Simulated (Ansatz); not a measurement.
Here is the system:

```
CELL_PARAMETERS angstrom
      2.98938     0.00000     0.00000
      0.00000     2.98938     0.00000
      0.00000     0.00000     8.43367
ATOMIC_POSITIONS crystal
  N  0.00000 0.00000 0.75447
  N  0.50000 0.50000 0.50000
  N  0.00000 0.00000 0.24553
  N  0.50000 0.50000 0.00000
  Ta 0.00000 0.00000 0.50000
  V  0.50000 0.50000 0.23425
  V  0.00000 0.00000 0.00000
  V  0.50000 0.50000 0.76575
```

Spin-polarised, with starting moments of sign N0 N0 N0 N0 Ta0 V+ V− V+.

Calculations: PBE in Ansatz (plane waves to 420 eV, PAW, no spin-orbit coupling). Γ-centred 16×16×6 mesh, Fermi–Dirac width 0.05 eV.

Problem. Predict the band gap and largest site moment.

Solution. 
* **Band gap**: zero
* **Largest site moment**: 0.53 μB

The magnetic state is the one reached from the starting moments; the real material's order can differ, and small cells can't hold many antiferromagnetic ones. These are small ordered cells, not random alloys; other orderings at the same x differ. Whether these cells are dynamically stable was not tested. Starting moments died away, wholly or in part, for x(V) = 0.75, 8 atoms, P4/mmm; another magnetic solution may exist. The cell was made from TaN by this change: x(V) = 0.75, 8 atoms, P4/mmm.

Ansatz is a first-principles code.
